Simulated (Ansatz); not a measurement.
# IrO2: response to strain

Base system: IrO₂ in the rutile structure (space group P4_2/mnm, No. 136).

```yaml
crystal:
  lattice:
    - [4.47181, 0.00000, 0.00000]
    - [0.00000, 4.47181, 0.00000]
    - [0.00000, 0.00000, 3.15362]
  atoms:
    - { symbol: Ir, position: [0.00000, 0.00000, 0.00000] }
    - { symbol: Ir, position: [0.50000, 0.50000, 0.50000] }
    - { symbol: O, position: [0.30879, 0.30879, 0.00000] }
    - { symbol: O, position: [0.80879, 0.19121, 0.50000] }
    - { symbol: O, position: [0.19121, 0.80879, 0.50000] }
    - { symbol: O, position: [0.69121, 0.69121, 0.00000] }
```

Cartesian axes are those of the cell as printed.

Strains are applied to the cell and any free atomic positions relax; under biaxial strain the out-of-plane vector relaxes too.

Calculations: PBEsol (Ansatz, a program for electronic structure), no spin-orbit coupling.

Notes on the quantities. pressure: mean of the normal stresses, compression positive.

| case | space group | shortest interatomic distance | pressure |
|---|---|---|---|
| base | P4_2/mnm (No. 136) | 1.953 Å | 0.0 GPa |
| biaxial strain −2.72 %, plane normal [001], relaxed out of plane | P4_2/mnm (No. 136) | ___ | ___ |
| biaxial strain −1.43 %, plane normal [001], relaxed out of plane | P4_2/mnm (No. 136) | 1.935 Å | 4.8 GPa |
| biaxial strain −0.63 %, plane normal [001], relaxed out of plane | P4_2/mnm (No. 136) | 1.945 Å | 2.0 GPa |
| biaxial strain −0.27 %, plane normal [001], relaxed out of plane | P4_2/mnm (No. 136) | 1.950 Å | 0.9 GPa |
| biaxial strain +1.24 %, plane normal [001], relaxed out of plane | P4_2/mnm (No. 136) | 1.968 Å | -3.7 GPa |
| biaxial strain +1.93 %, plane normal [001], relaxed out of plane | P4_2/mnm (No. 136) | 1.977 Å | -5.6 GPa |
| isotropic strain +0.53 % | P4_2/mnm (No. 136) | 1.964 Å | -4.7 GPa |
| uniaxial strain ε_zz = −3.92 % | P4_2/mnm (No. 136) | 1.929 Å | 16.1 GPa |
| tensor shear ε_xy = +1.63 % | Cmmm (No. 65) | 1.925 Å | 0.4 GPa |

Task: What belongs in the blanks?

Result: 
- biaxial strain −2.72 %, plane normal [001], relaxed out of plane, shortest interatomic distance: 1.919 Å
- biaxial strain −2.72 %, plane normal [001], relaxed out of plane, pressure: 9.8 GPa

Without a gap, meshes like the base's 11×11×15 leave anisotropic stresses uncertain by several tenths of a GPa, and small strain energies with them. Stability against distortions was not tested. No Hubbard U is applied, and correlation can decide whether such a compound is a metal. All final runs are without spin polarisation.
